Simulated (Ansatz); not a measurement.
What tensor shear ε_xz = +1.33 % does to ZnO

Consider ZnO in the wurtzite structure (space group P6_3mc, No. 186; a = 3.1869 Å, c = 5.1526 Å). Axes: x lies along a and z along c of the hexagonal cell.

Now apply this change: a pure shear with ε_xz = ε_zx = 0.0133; the atoms relax in the strained cell.

The values are results of Kohn–Sham DFT with the LDA functional, run in Ansatz (an electronic-structure program) with PAW and 420 eV plane waves, no spin-orbit coupling, not measurements. Settings: 12×12×7 k-points, 0.05 eV Fermi–Dirac smearing.

The space group goes from P6_3mc (No. 186) to Cc (No. 9) and the shortest interatomic distance is still 3.673 bohr. The energy goes up by 1.0 meV/atom and the pressure (mean of the normal stresses, compression positive) hardly moves (0.0 kbar against -0.3 kbar). The band gap stays essentially unchanged (0.80 eV against 0.79 eV) and the gap character stays direct at Γ. The valence-band top at Γ (three highest levels, from the VBM) becomes 0.00, -0.01, -0.13 eV (base: 0.00, 0.00, -0.11 eV) and the stress (xx, yy, zz, yz, xz, xy; compression positive) comes out as (-0.06, -0.01, -0.01, 0.00, -1.01, 0.00) GPa.

Final structure:

```yaml
crystal:
  lattice:
    - [3.18693, 0.00000, 0.04239]
    - [-1.59347, 2.75997, -0.02119]
    - [0.06853, 0.00000, 5.15257]
  atoms:
    - { symbol: Zn, position: [0.33064, 0.66646, 0.00184] }
    - { symbol: Zn, position: [0.66419, 0.33354, 0.50184] }
    - { symbol: O, position: [0.33603, 0.66690, 0.38016] }
    - { symbol: O, position: [0.66913, 0.33310, 0.88016] }
```

Stability against distortions was not tested. Labels are those of the standard path for the cell's own space group.
